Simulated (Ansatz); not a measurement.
We consider antifluorite K2S, described by PBE (Ansatz, an electronic-structure program, plane waves, PAW).

Numerical settings: plane-wave cutoff 520 eV, 8×8×8 k mesh, perturbation theory, scalar-relativistic PAW data made under PBE.

Computed at the level's own relaxed cell.

```cif
data_K2S
_chemical_formula_sum 'K2 S1'
_space_group_name_H-M_alt 'P 1'
_space_group_IT_number 1
_cell_length_a 5.27637
_cell_length_b 5.27637
_cell_length_c 5.27637
_cell_angle_alpha 60.000
_cell_angle_beta 60.000
_cell_angle_gamma 60.000
loop_
_space_group_symop_operation_xyz
  'x, y, z'
loop_
_atom_site_label
_atom_site_type_symbol
_atom_site_fract_x
_atom_site_fract_y
_atom_site_fract_z
_atom_site_occupancy
K1 K 0.25000 0.25000 0.25000 1
K2 K 0.75000 0.75000 0.75000 1
S1 S 0.00000 0.00000 0.00000 1
```

Harmonic phonon frequencies (cm⁻¹; i marks an imaginary mode; at Γ without the LO shift):

```json
[
 {"q point": "Γ", "frequencies": "0 0 0 123 123 123 156 156 156"},
 {"q point": "X", "frequencies": "69 77 77 110 110 156 156 159 181"},
 {"q point": "U", "frequencies": "71 85 88 101 130 146 155 161 171"},
 {"q point": "L", "frequencies": "70 70 108 108 116 131 153 153 182"},
 {"q point": "W", "frequencies": "73 73 106 106 122 146 158 163 163"}
]
```

No imaginary mode appears at these points.
